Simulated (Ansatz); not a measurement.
The reference is Cr in the bcc (W type) structure (space group Im-3m, No. 229; non-magnetic).

```cif
data_Cr2
_chemical_formula_sum 'Cr2'
_space_group_name_H-M_alt 'Im-3m'
_space_group_IT_number 229
_space_group_name_Hall '-I 4 2 3'
_cell_length_a 2.84789
_cell_length_b 2.84789
_cell_length_c 2.84789
_cell_angle_alpha 90.000
_cell_angle_beta 90.000
_cell_angle_gamma 90.000
loop_
_atom_site_label
_atom_site_type_symbol
_atom_site_symmetry_multiplicity
_atom_site_Wyckoff_symbol
_atom_site_fract_x
_atom_site_fract_y
_atom_site_fract_z
_atom_site_occupancy
Cr1 Cr 2 a 0.00000 0.00000 0.00000 1
```
(The calculation used a cell of 1 atom; values per cell refer to that cell.)

The values are results of PBE/PAW in Ansatz (a program for electronic structure), no SOC, earlier PAW set, not measurements.

| level | lattice parameter a |
|---|---|
| PBE | 2.848 Å |

Measured: lattice parameter a 2.877 Å (static lattice; corrected from measurement; as listed in H. Levämäki et al., Physical Review B (2014)).

Computed minus measured — lattice parameter a: PBE -1.0 %.

Whether these cells are dynamically stable was not tested. Starting moments died away, wholly or in part, for the base; another magnetic solution may exist. The final runs are not spin-polarised. Real Cr is antiferromagnetic at low temperature and ambient pressure, an order that this cell doesn't hold.
